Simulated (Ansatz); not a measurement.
# Mg2Ge: pressure series

Start from Mg₂Ge in the anti-fluorite structure (space group Fm-3m, No. 225; a = 6.4212 Å).

Cell and atoms are relaxed at each pressure.

All numbers come from plane-wave PAW DFT at the PBE level (Ansatz, an electronic-structure program, 420 eV), no SOC.

Candidates:
(a) pressure 0.7 GPa
(b) pressure −2 GPa
(c) pressure −1 GPa
(d) pressure 5 GPa
(e) pressure 3 GPa

Base values:

The width of the top valence band is 2.65 eV.

Q: Order them by width of the top valence band, highest first.

A: (d) pressure 5 GPa (2.85 eV), (e) pressure 3 GPa (2.78 eV), (a) pressure 0.7 GPa (2.69 eV), (c) pressure −1 GPa (2.61 eV), (b) pressure −2 GPa (2.56 eV)

The levels and masses belong to the bands next to the band gap. Load acts through the strain it causes; cell and atoms are relaxed under it. Stability against distortions was not tested. Competing high-pressure phases were not computed.
